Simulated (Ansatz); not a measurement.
## Hypothetical anti-perovskite Cs3AuS, response to strain

The reference is Cs3AuS in the anti-perovskite structure (space group Pm-3m, No. 221; a hypothetical phase, not in the database extracts checked).

```
Cs3AuS
1.0
    6.67748     0.00000     0.00000
    0.00000     6.67748     0.00000
    0.00000     0.00000     6.67748
Cs Au S
3 1 1
Cartesian
  0.00000   3.33874   3.33874
  3.33874   0.00000   3.33874
  3.33874   3.33874   0.00000
  0.00000   0.00000   0.00000
  3.33874   3.33874   3.33874
```

Cartesian axes are those of the cell as printed.

Strains are applied to the cell and any free atomic positions relax; under biaxial strain the out-of-plane vector relaxes too.

Level of theory: PBE/PAW in Ansatz (a program for electronic structure), no SOC.

Notes on the quantities. energy relative to the base: free energy F.

| case | gap character | volume per atom | energy relative to the base | band gap |
|---|---|---|---|---|
| base | – | 59.55 Å³ | 0 meV/atom | 1.14 eV |
| biaxial strain +0.35 %, plane normal [001], relaxed out of plane | indirect, Γ → X | 59.95 Å³ | +0.1 meV/atom | 1.14 eV |
| biaxial strain −0.74 %, plane normal [111], relaxed out of plane | indirect, Γ → L | 59.26 Å³ | +0.2 meV/atom | 1.13 eV |
| uniaxial strain ε_yy = −2.63 % | indirect, Γ → X | 57.98 Å³ | +3.4 meV/atom | 0.99 eV |
| uniaxial strain ε_yy = −0.51 % | indirect, Γ → X | 59.24 Å³ | +0.1 meV/atom | 1.11 eV |

With Au present, leaving out spin-orbit coupling can change the band edges. Whether these cells are dynamically stable was not tested. k-point labels follow each cell's own Brillouin zone.
